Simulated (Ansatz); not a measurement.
AlN 6H (hcchcc) (a stacking that need not occur in nature), space group P6_3mc.

The geometry comes from a PBE relaxation.

```
CELL_PARAMETERS angstrom
      3.11808     0.00000     0.00000
     -1.55904     2.70034     0.00000
      0.00000     0.00000    15.19936
ATOMIC_POSITIONS crystal
  Al 0.00000 0.00000 0.00014
  N  0.00000 0.00000 0.12528
  Al 0.66667 0.33333 0.16590
  N  0.66667 0.33333 0.29176
  Al 0.33333 0.66667 0.33305
  N  0.33333 0.66667 0.45887
  Al 0.00000 0.00000 0.50014
  N  0.00000 0.00000 0.62528
  Al 0.33333 0.66667 0.66590
  N  0.33333 0.66667 0.79176
  Al 0.66667 0.33333 0.83305
  N  0.66667 0.33333 0.95887
```

These are HSE06 (plane waves to 420 eV, PAW; Ansatz, a first-principles code) values and carry that method's errors. Spin–orbit coupling is left out. Its k-point mesh 6×6×1, Fermi–Dirac width 0.01 eV. HSE06 ran on meshes of its own (6×6×1); its edges and gaps are taken over the mesh and over extra points off it, mostly where PBE has its edges.

Task: List the levels next to the gap at (0.500, 0.000, 0.000) of this cell's own (folded) zone, from the top of the valence band (the table ends after a fixed count of bands, which can cut a degenerate set).

Result: 
| band | E − E_v (eV) |
|---|---|
| v4 | -1.014 |
| v3 | -0.980 |
| v2 | -0.829 |
| v1 | -0.587 |
| c1 | 5.040 |
| c2 | 5.511 |
| c3 | 6.875 |
| c4 | 7.056 |
